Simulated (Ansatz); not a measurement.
A self-consistent single point of Ca (Fm-3m, 1 atom in the cell) with Ansatz (a first-principles code)

Level of theory: PBE (plane waves, PAW; Ansatz).

This input was run:

Ansatz 0.2 input:
```yaml
crystal:
  lattice:
    - [0.00000000, 2.79000000, 2.79000000]
    - [2.79000000, 0.00000000, 2.79000000]
    - [2.79000000, 2.79000000, 0.00000000]
  atoms:
    - { symbol: Ca, position_ang: [0.00000000, 0.00000000, 0.00000000] }
kpoints:
  mp_grid: { grid: [8, 8, 8] }
hamiltonian:
  xc: pbe
  pseudopotentials: { kind: paw }
scf:
  occupations: { method: gaussian, width: 0.0147 Ry }
output:
  forces: true
  eigenvalues: true
  stress: true
```

Output, abridged:

```
WARN basis.ecutwfc = 420 eV, the default
WARN ansatz: RAYON_NUM_THREADS=1 ignored (pool sized by the plan → 1); use --threads N
Pseudopotentials: kind: paw
Pseudopotential: Ca, paw, valence charge 10
Crystal: 1 atoms, lattice volume = 43.435 Å³
Basis set: ecut = 420 eV, 869 PW (Γ), exchange–correlation on 54×54×54 points (8 copies of the dense FFT grid, shifted against one another)
Bands: 9, of which v1, the nominal top of the filled ones, is band 5 counted from 1 (4 counted from 0)
Symmetry: 48 space group operations
Space group: Fm-3m (ITA 225), of the structure as read, at distance tolerance 3.5e-5 Å
k-points: 29 of 512
Initial density: superposition of atomic densities (neutral atoms: chi_scale 0, normalization atom), corrected by the library's trained network
Initial wavefunctions: pseudopotential atomic-orbital guess
Eigensolver: davidson
Functional: x = pbe(κ = 0.804, μ = 0.2195149727645171), c = pbe(β = 0.06672455060314922)
SCF iter   1: F=—  HF=-1816.871430 eV  |F-HF|=—  |Δ(HF+E_count)|=         —  Δρ=6.65e-4  dr2=1.89e-4  ethr=1.77e-3  ⟨swp⟩=5.2  Hψ=1984  notcnv=0
all-band conjugate gradients solve this SCF's bands
preconditioner: auto → none
SCF iter   2: F=—  HF=-1816.871660 eV  |F-HF|=—  |Δ(HF+E_count)|=   2.30e-4  Δρ=3.83e-4  dr2=5.89e-5  ethr=1.89e-6  ⟨swp⟩=2.2  Hψ=635  notcnv=0
SCF iter   3: F=—  HF=-1816.871721 eV  |F-HF|=—  |Δ(HF+E_count)|=   6.04e-5  Δρ=9.43e-5  dr2=7.96e-6  ethr=5.89e-7  ⟨swp⟩=2.0  Hψ=292  notcnv=0
SCF iter   4: F=—  HF=-1816.871718 eV  |F-HF|=—  |Δ(HF+E_count)|=   3.09e-6  Δρ=3.82e-5  dr2=7.79e-7  ethr=7.96e-8  ⟨swp⟩=2.6  Hψ=402  notcnv=0
SCF iter   5: F=—  HF=-1816.871718 eV  |F-HF|=—  |Δ(HF+E_count)|=   1.79e-7  Δρ=1.43e-5  dr2=1.73e-7  ethr=7.79e-9  ⟨swp⟩=2.2  Hψ=389  notcnv=0
SCF iter   6: F=-1816.871718 eV  HF=-1816.871718 eV  |F-HF|=9.09e-9  |Δ(HF+E_count)|=   5.91e-8  Δρ=4.35e-6  dr2=1.60e-8  ethr=1.00e-9  ⟨swp⟩=4.6  Hψ=1178  notcnv=0
SCF 1 converged in 6 iterations: F = -1816.871718 eV  dr2 = 1.60e-8
SCF converged after 6 iterations
Free energy (F): -1816.871718 eV
Harris-Foulkes:  -1816.871718 eV  (|F-HF|=9.09e-9)
Internal energy: -1816.846703 eV  (E = F + TS)
E sigma→0 (E₀):  -1816.859210 eV
Entropy (-TS):   -0.025015 eV (-25.015 meV/atom)
Fermi energy:    4.720969 eV
--- Per-component energies (eV) ---
  E_band       = -177.709437
  E_kinetic    = 275.232173
  E_local      = -857.352093  (includes V_loc(G=0)·N_el)
  E_nonlocal   = 63.617001
  E_hartree    = 287.229726
  E_xc         = -135.767445
  E_vxc        = -169.213170  (∫ρ·V_xc dr)
  E_paw        = -858.225516  (= ΣΔE_a)
  E_vpaw       = -64.449491  (= ΣTr[D̂ρ^β])
  E_aug_tail   = -0.000006  (compensation charges beyond the density's cutoff)
  E_ewald      = -591.580542
  E_smearing   = -0.025015  (= −TS)
  E_closure    = 0.000000  (closes the sum)
  Σ components = -1816.871718   (vs F -1816.871718, Δ=0.00e0)
--- Forces (eV/Å), atoms counted from 1 ---
  atom   1  Ca     0.00000000     0.00000000    -0.00000000
  max |Σ_I F_I| component: 9.04e-32 eV/Å
--- Stress (GPa, compression-positive) ---
       -0.471465       0.000000      -0.000000
       -0.000000      -0.471465       0.000000
       -0.000000      -0.000000      -0.471465
  P = ⅓ Tr σ = -0.4715 GPa (-4.715 kbar)
  The stress holds the Pulay correction. Without it, at fixed plane waves, as pw.x and ABINIT print it: P = -0.4777 GPa
--- Band table (eV; the first three rows and the last of 29) ---
  k-point 0: bands = ["-37.3450", "-18.2646", "-18.2646", "-18.2646", "0.7753", "7.0440", "7.0440", "7.0440", "8.0764"]
  k-point 1: bands = ["-37.3433", "-18.2830", "-18.2672", "-18.2672", "1.0340", "6.7771", "7.1314", "7.1314", "8.0074"]
  k-point 2: bands = ["-37.3391", "-18.3269", "-18.2733", "-18.2733", "1.7713", "6.1475", "7.1741", "7.1741", "8.0871"]
  k-point 28: bands = ["-37.3294", "-18.3457", "-18.3457", "-18.3111", "4.9626", "5.4282", "5.4282", "7.2395", "8.9142"]
```

The run converged in 6 iterations.

The starting cell has typed, rounded lattice constants, without a prior relaxation at this level. Ansatz's pressure includes its estimate of the finite-basis (Pulay) stress.
